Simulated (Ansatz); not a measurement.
**MgH2 in the CdI2 type structure (space group P-3m1, No. 164; a hypothetical phase, not in the database extracts checked)**

```cif
data_H2Mg
_chemical_formula_sum 'Mg1 H2'
_space_group_name_H-M_alt 'P 1'
_space_group_IT_number 1
_cell_length_a 2.97255
_cell_length_b 2.97255
_cell_length_c 3.99087
_cell_angle_alpha 90.000
_cell_angle_beta 90.000
_cell_angle_gamma 120.000
loop_
_space_group_symop_operation_xyz
  'x, y, z'
loop_
_atom_site_label
_atom_site_type_symbol
_atom_site_fract_x
_atom_site_fract_y
_atom_site_fract_z
_atom_site_occupancy
Mg1 Mg 0.00000 0.00000 0.00000 1
H1 H 0.66667 0.33333 0.23535 1
H2 H 0.33333 0.66667 0.76465 1
```

Level of theory: PBEsol-D3(BJ) (Ansatz, an electronic-structure program), no spin-orbit coupling. k-mesh 13×13×8 (Γ-centred); smearing 0.05 eV (Fermi–Dirac).

Volume per atom: 10.18 Å³
Density: 1.43 g/cm³
Band gap: 3.32 eV, indirect, K–Γ (47 % along) → k = (0, 0.462, 3/8) in the run's primitive reciprocal basis
Total energy: -648.000 eV/atom (σ→0; compares only within this code and set-up)

No phonon test of stability was made.
